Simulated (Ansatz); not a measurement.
Take PbBrF in the PbFCl type structure (space group P4/nmm, No. 129; a model cell) as the base.

```yaml
crystal:
  lattice:
    - [4.11746, 0.00000, 0.00000]
    - [0.00000, 4.11746, 0.00000]
    - [0.00000, 0.00000, 7.39665]
  atoms:
    - { symbol: Pb, position: [0.50000, 0.00000, 0.19719] }
    - { symbol: Pb, position: [0.00000, 0.50000, 0.80281] }
    - { symbol: Br, position: [0.50000, 0.00000, 0.64457] }
    - { symbol: Br, position: [0.00000, 0.50000, 0.35543] }
    - { symbol: F, position: [0.00000, 0.00000, 0.00000] }
    - { symbol: F, position: [0.50000, 0.50000, 0.00000] }
```

Cartesian axes are those of the cell as printed.

Method: Ansatz (a program for electronic structure) PBEsol-D3(BJ), without spin-orbit coupling.

Strains are applied to the cell and any free atomic positions relax; under biaxial strain the out-of-plane vector relaxes too.

One change was made to it. Results:

| quantity | base | after |
|---|---|---|
| electron mass | 0.28 mₑ along k, 0.46 mₑ across (at Z) | 0.26 mₑ along k, 0.48 mₑ across (at Z) |
| pressure (mean of the normal stresses, compression positive) | 0.0 kbar | -5.2 kbar |
| volume per atom | 20.90 Å³ | 21.05 Å³ |

Name the change that was made.
A) isotropic strain +5.27 %
B) isotropic strain +2.81 %
C) biaxial strain +1.89 %, plane normal [001], relaxed out of plane
D) biaxial strain +1.16 %, plane normal [001], relaxed out of plane

D, biaxial strain +1.16 %, plane normal [001], relaxed out of plane. For comparison, the electron mass in the other runs: isotropic strain +2.81 % gives 0.31 mₑ along k, 0.46 mₑ across (at Z); isotropic strain +5.27 % gives 0.35 mₑ along k, 0.46 mₑ across (at Z); biaxial strain +1.89 %, plane normal [001], relaxed out of plane gives 0.25 mₑ along k, 0.49 mₑ across (at Z).

With Pb present, leaving out spin-orbit coupling can change the band edges. The levels and masses belong to the bands next to the band gap. Masses are band curvatures over ±0.01 Å⁻¹ around the edge. Along k means along the line from Γ to the band edge. No phonon test of stability was made. The D3 term's C6 switches between coordination references near this geometry, which can add small steps to energies.
